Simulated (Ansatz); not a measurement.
## Effect of x(Ga) = 0.75, 8 atoms, Amm2 on InP

Base system: InP in the zinc blende structure (space group F-43m, No. 216; a = 5.960 Å).

The other end (x = 1) is GaP in the zinc blende structure (space group F-43m, No. 216): 20.86 Å³/atom, gap 1.58 eV.

The change: Ga replaces 75.0 % of the In, ordered in a cell of 8 atoms (starting symmetry Amm2) and fully relaxed.

All numbers come from plane-wave PAW DFT at the PBE level (Ansatz, a quantum-chemistry and plane-wave program, 420 eV), spin-orbit coupling left out. k-mesh 8×5×5 (Γ-centred); smearing 0.05 eV (Fermi–Dirac), for the changed cell.

The density shrinks by 0.393 g/cm³ (4.58 g/cm³ → 4.18 g/cm³) and the shortest interatomic distance drops by 0.213 Å to 2.368 Å. The band gap increases by 0.45 eV, from 0.44 eV to 0.89 eV and the gap character (in this cell's own zone, which can be folded) stays direct at Γ. The hole mass comes out as 0.070 mₑ along a, 2.6 mₑ along b, 0.44 mₑ along c (at Γ) and the valence-band top at Γ (three highest levels, from the VBM) goes from 0.00, 0.00, 0.00 eV to 0.00, -0.09, -0.10 eV. The mixing energy is +26 meV/atom and the bowing parameter b of this ordering, from Eg = [1−x] Eg[0] + x Eg[1] − b x [1−x], comes out as 2.2 eV. The mean first-shell distances amounts to In–P 2.520 Å (end compound 2.581 Å), Ga–P 2.408 Å (end compound 2.384 Å).

These are small ordered cells, not random alloys; other orderings at the same x differ. Effective masses come from finite differences of ±0.01 Å⁻¹. Stability against distortions was not tested. The real GaP has an indirect gap at ambient pressure; PBE orders its close-lying valleys differently. Labels are those of the standard path for the cell's own space group.
